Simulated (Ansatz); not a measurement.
Cost and result by functional for the adsorption energy of SiH3 on the 1x1 (101) surface of anatase TiO2 (cut with top plane O), one in a 2x1 cell, started at the site 'bridge O-O (span 2.8 Å)', in Ansatz (plane waves, PAW). Single points on the PBE structure, on one kind of machine; costs are rough ratios of the slab run's core time (references not counted) to the cheapest single point. r2SCAN's cost holds its higher cutoff (500 against 420 eV). Differences are taken against r2SCAN for comparison alone: no measured value is at hand, so the table doesn't rank accuracy. The points keep PBE's geometry, so the relaxation of a polaron and the settling of charge on one site are left out.

Host crystal: anatase TiO2, with a band gap (PBE, scalar-relativistic without spin-orbit coupling).

Slab: 40 atoms, 9.4 Å thick at the start under the adsorbate (thin: gaps and levels are the slab's own); k 3x4x1, smearing 0.01 eV, dipole-corrected; 14 atoms held, the rest relaxed; no symmetry held; spin-polarised, ending with about 0.4 μB a cell, a value that depends on the mesh; orders that need a larger cell were not tried, no spin-orbit, no U, no dispersion correction. The slab shows no gap over 0.04 eV on its mesh. At the end it is bonded to O. In PBE it is, or lies within 0.03 eV of, the lowest of the starts that converged. These notes are the PBE run's. r2SCAN: The program's check for a lower electronic state was not made. Adsorption energies are against SiH4(g) − ½ H2(g). A negative adsorption energy means that the adsorbate is more stable on the surface than in its reference.

```json
[
 {"functional": "RPBE", "relative cost": "1", "adsorption energy (eV)": "-0.17", "less r2SCAN (eV)": "0.39"},
 {"functional": "r2SCAN", "relative cost": "2", "adsorption energy (eV)": "-0.56", "less r2SCAN (eV)": "0.00"},
 {"functional": "PBE (the relaxed run's value)", "relative cost": "–", "adsorption energy (eV)": "-0.39", "less r2SCAN (eV)": "0.18"}
]
```

The values span 0.39 eV, while the single points' costs differ by a factor of roughly 2. Differences are of unrounded values.

Ansatz is a first-principles code.
